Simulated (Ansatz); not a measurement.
This Ansatz (a first-principles code) input is the reference run, ZnCu in the CsCl type structure (space group Pm-3m, No. 221), computed with PBE in Ansatz (plane waves to 420 eV, PAW, no spin-orbit coupling):

Ansatz 0.2 input:
```yaml
crystal:
  lattice:
    - [2.9638235197, 0, 0]
    - [0, 2.9638235197, 0]
    - [0, 0, 2.9638235197]
  atoms:
    - { symbol: Zn, position: [0.5, 0.5, 0.5] }
    - { symbol: Cu, position: [0, 0, 0] }
basis: { ecutwfc: 420, ecutrho_ratio: 4, xc_grid: 2, fft_grid_basis: typed }
kpoints: { mp_grid: { grid: [16, 16, 16] } }
hamiltonian:
  xc: pbe
  dispersion: none
  pseudopotentials: { kind: paw }
scf: { occupations: { method: fermi_dirac, width: 0.05 }, convergence: { dr2_threshold: 0.0000000002 } }
output: { forces: true, stress: true }
checkpoint: { write: state.ck, write_every: 1000 }
```

Write the input for this change: hydrostatic tension (pressure −1 GPa).


Ansatz 0.2 input:
```yaml
crystal:
  lattice:
    - [2.9638235197, 0, 0]
    - [0, 2.9638235197, 0]
    - [0, 0, 2.9638235197]
  atoms:
    - { symbol: Zn, position: [0.5, 0.5, 0.5] }
    - { symbol: Cu, position: [0, 0, 0] }
basis: { ecutwfc: 420, ecutrho_ratio: 4, xc_grid: 2, fft_grid_basis: typed }
kpoints: { mp_grid: { grid: [16, 16, 16] } }
hamiltonian:
  xc: pbe
  dispersion: none
  pseudopotentials: { kind: paw }
scf: { occupations: { method: fermi_dirac, width: 0.05 } }
relax: { f_tol: 0.01, max_steps: 60, cell: { stress_tol: 0.02, p_target: -1.0 } }
output: { forces: true, stress: true }
checkpoint: { write: state.ck, write_every: 1000 }
```
This is the input that was run.

Load acts through the strain it causes; cell and atoms are relaxed under it. No phonon test of stability was made. All final runs are without spin polarisation.
